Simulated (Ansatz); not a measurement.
## RbCrF$_{6}$ (space group R-3, No. 148; ferromagnetic; a cell from a computed database, its experimental status unchecked)

```
CELL_PARAMETERS angstrom
      3.81525     2.20274     2.49625
     -3.81525     2.20274     2.49625
      0.00000    -4.40547     2.49625
ATOMIC_POSITIONS crystal
  Rb 0.00000 0.00000 0.00000
  Cr 0.50000 0.50000 0.50000
  F  0.73729 0.75472 0.41760
  F  0.26271 0.24528 0.58240
  F  0.41760 0.73729 0.75472
  F  0.58240 0.26271 0.24528
  F  0.75472 0.41760 0.73729
  F  0.24528 0.58240 0.26271
```

Method: PBEsol+U (U_eff on d states: Cr 3.70 eV) in Ansatz (plane waves to 420 eV, PAW, without spin-orbit coupling). Γ-centred 7×7×7 mesh, Fermi–Dirac width 0.05 eV.

| Property | Result |
|---|---|
| Volume per atom | 15.73 Å³ |
| Density | 3.32 g/cm³ |
| Band gap | 1.00 eV (uncertain: the edges found on the path are not clean extrema) |
| Magnetic state | ferromagnetic |
| Total energy | -1421.044 eV/atom (σ→0; compares only within this code and set-up) |

Other magnetic orders, which the real material may have, were not ruled out. Whether these cells are dynamically stable was not tested. The U values are a database's picks, fitted on other projectors than the ortho-atomic ones used here.

Ansatz is a quantum-chemistry and plane-wave program.
